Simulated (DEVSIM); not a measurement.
Structure: abrupt GaAs n-p junction, at 400 K.

```csv
layer (left to right),material,thickness (μm),Nd (cm⁻³),Na (cm⁻³),τn (s),τp (s)
1,GaAs,11.0,6.1e16,-,5.3e-10,5.3e-10
2,GaAs,110,-,1.2e14,5.3e-10,5.3e-10
```

Left contact: ohmic. Right contact: ohmic. Voltage is applied to the left contact. Recombination: SRH at mid-gap, Auger. Mobility is μmin + (μ − μmin)/(1 + (N/Nref)^α).

This is a model device: material constants are rounded textbook-type values typed into the input, and sizes, dopings and lifetimes were drawn at random. Values at 300 K; Nc and Nv go as T^1.5, mobilities as T to minus their exponent, the gap by Varshni's rule with the affinity fixed.

| parameter | GaAs |
|---|---|
| gap (eV) | 1.424 |
| affinity (eV) | 4.07 |
| permittivity | 12.9 |
| Nc (cm⁻³) | 4.7e17 |
| Nv (cm⁻³) | 9e18 |
| μn (cm²/Vs) | 8500 |
| μp (cm²/Vs) | 400 |
| μn,min | 500 |
| μp,min | 20 |
| Nref,n | 6e16 |
| Nref,p | 1.5e17 |
| αn | 0.39 |
| αp | 0.38 |
| T exponent of μn | 2.1 |
| T exponent of μp | 2.2 |
| Cn (cm⁶/s) | 1e-30 |
| Cp (cm⁶/s) | 1e-30 |
| Varshni α (eV/K) | 0.000541 |
| Varshni β (K) | 204 |

Model (solved in DEVSIM): 1D drift-diffusion, Boltzmann statistics, complete ionisation; no tunnelling, impact ionisation, image-force lowering or self-heating.

The doping Nd of layer 1 was swept, all else fixed.

```tsv
doping Nd of layer 1 (cm^-3)	largest field in the device at zero bias (V/cm)	potential step across the device at zero bias (V)
1.8e15	4900	0.769
6.1e15	6200	0.811
1.8e16	9000	0.848
6.1e16	15000	0.890
1.8e17	[?]	0.928
```

Question: Fill in the missing entries.

Answer: 
- 1.8e17, largest field in the device at zero bias (V/cm): 26000
